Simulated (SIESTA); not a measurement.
Worked example: relaxation of cell and atoms of Li2Ga (Cmcm, 6 atoms in the cell) in SIESTA.

Method of the run: LDA PW92, numerical atomic orbitals DZP, PseudoDojo LDA standard norm-conserving potentials (rewritten from UPF to PSML) run with SIESTA 5.4.2.

```
CELL_PARAMETERS angstrom
      2.21189    -4.60412     0.00000
      2.21189     4.60412     0.00000
      0.00000     0.00000     4.24882
ATOMIC_POSITIONS crystal
  Li 0.41809 0.58191 0.25000
  Li 0.58191 0.41809 0.75000
  Li 0.24055 0.75945 0.75000
  Li 0.75945 0.24055 0.25000
  Ga 0.07743 0.92257 0.25000
  Ga 0.92257 0.07743 0.75000
```

Reference input (self-consistent single point, DFT, LDA PW92, numerical atomic orbitals DZP, PseudoDojo LDA standard norm-conserving potentials (rewritten from UPF to PSML)): XC.functional = LDA; XC.authors = PW92; potentials = PseudoDojo LDA standard; PAO.BasisSize = DZP; PAO.EnergyShift = 0.005 Ry; MeshCutoff = 350 Ry; kgrid.MonkhorstPack = 6 6 5; OccupationFunction = FD; ElectronicTemperature = 100 meV; PAO.Polarization.NonPerturbative = true; MaxSCFIterations = 150; SCF.Mixer.Method = Pulay. This run's input differs from it in these lines:

```diff
@@ -46,2 +46,7 @@
 Diag.ParallelOverK           true
+MD.TypeOfRun                 CG
+MD.Steps                     40
+MD.MaxForceTol               0.02 eV/Ang
+MD.VariableCell              true
+MD.MaxStressTol              0.05 GPa
 WriteForces                  true
```

Output, abridged:

```
        iscf     Eharris(eV)        E_KS(eV)     FreeEng(eV)     dDmax    Ef(eV) dHmax(eV)
   scf:    1    -4906.564866    -4930.431086    -4930.479204  0.801283 -7.788919  4.799554
   scf:    2    -4931.303362    -4930.904752    -4930.953933  0.248712 -7.879209  2.943123
   scf:    3    -4931.233274    -4931.120299    -4931.168407  0.295877 -7.989524  0.556858
   scf:    4    -4931.134806    -4931.128874    -4931.177769  0.101472 -8.007175  0.119937
   scf:    5    -4931.128378    -4931.129102    -4931.178240  0.014303 -7.994375  0.111163
   scf:    6    -4931.129797    -4931.129538    -4931.178618  0.012205 -7.997419  0.005745
   scf:    7    -4931.129569    -4931.129554    -4931.178620  0.001029 -7.997819  0.005869
   scf:    8    -4931.129559    -4931.129556    -4931.178620  0.000476 -7.997689  0.002189
   scf:    9    -4931.129556    -4931.129556    -4931.178621  0.000278 -7.997649  0.000077
   scf:   10    -4931.129556    -4931.129556    -4931.178621  0.000008 -7.997653  0.000016
SCF Convergence by DM+H criterion
max |DM_out - DM_in|         :     0.0000076634
max |H_out - H_in|      (eV) :     0.0000159666
SCF cycle converged after 10 iterations

Using DM_out to compute the final energy and forces

siesta: E_KS(eV) =            -4931.1296

siesta: E_KS - E_eggbox =     -4931.1296

siesta: Atomic forces (eV/Ang):
     1    0.000000    0.157719   -0.000000
     2    0.000000   -0.157719    0.000000
     3    0.000000   -0.002433    0.000000
     4    0.000000    0.002433    0.000000
     5   -0.000000   -0.219272    0.000000
     6   -0.000000    0.219272   -0.000000
   Tot   -0.000000    0.000000    0.000000
   Max    0.219272
   Res    0.090038    sqrt( Sum f_i^2 / 3N )
   Max    0.219272    constrained

   [... lines left out ...]
siesta: Pressure (static):         -2.83132286  kBar
siesta: Pressure (total):         -2.83132286  kBar
No target stress found, assuming hydrostatic MD.TargetPressure.
Target stress (kBar)
outcell: Cell volume (Ang**3)        :     85.2213
        iscf     Eharris(eV)        E_KS(eV)     FreeEng(eV)     dDmax    Ef(eV) dHmax(eV)
siesta: Pressure (static):         -0.18209109  kBar
siesta: Pressure (total):         -0.18209109  kBar
outcell: Cell volume (Ang**3)        :     85.2213
siesta: FreeEng =     -4931.197947
   [... lines left out ...]
              2.003   1.997   2.002   2.008   2.006  -0.020  -0.053  -0.004

             -0.034  -0.026

mulliken: Qtot =       38.000

Mulliken Atomic Populations:
Atom #   charge [q] valence [e]  Species
     1    -0.058923    3.058923  Li
     2    -0.058923    3.058923  Li
     3    -0.181427    3.181427  Li
     4    -0.181427    3.181427  Li
     5     0.240350   12.759650  Ga
     6     0.240350   12.759650  Ga
 Total     0.000000
```

The run converged. 

Summary of the result:
```
Item                                                                                                       Value
------------------------------------  --------------------------------------------------------------------------
Free energy E − TS                                                                                 -4931.1979 eV
Fermi level (on the code's own zero)                                                                    -8.10 eV
Pressure                                                                                               -0.02 GPa
Largest force (vector length)                                                                         0.007 eV/Å
Final cell                            a = 5.114 Å, b = 5.114 Å, c = 4.225 Å, α = 90.00°, β = 90.00°, γ = 129.53°
Final volume per atom                                                                                   14.20 Å³
Relaxation steps                                                                                              13
```

The starting cell comes from a database of computed structures (which also holds hypothetical and non-ambient phases and stackings), without a prior relaxation at this level. Its lattice was rescaled by a random factor within 2.5 % of one. Values carry the incompleteness of an atom-centred basis.

Cost on one core of a shared machine: roughly 10 min.
